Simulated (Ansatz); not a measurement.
We consider rock-salt NaH, described by r²SCAN+rVV10 in Ansatz (PAW).

Settings: plane-wave cutoff 560 eV, 12×12×12 k mesh, Fermi–Dirac smearing 0.01 eV, scalar-relativistic PAW data made under PBE.

Computed at the level's own relaxed cell.

```xyz
2
Lattice="0.0000 2.3885 2.3885 2.3885 0.0000 2.3885 2.3885 2.3885 0.0000" Properties=species:S:1:pos:R:3 pbc="T T T"
Na     0.0000     0.0000     0.0000
H      2.3885     2.3885     2.3885
```

Q: List the 5 lowest band energies at Γ above −25 eV (eV, relative to the valence band maximum), grouping those that round alike.

A: At Γ: -22.71 (×3), -3.70, 11.71.

Ansatz is an electronic-structure program.
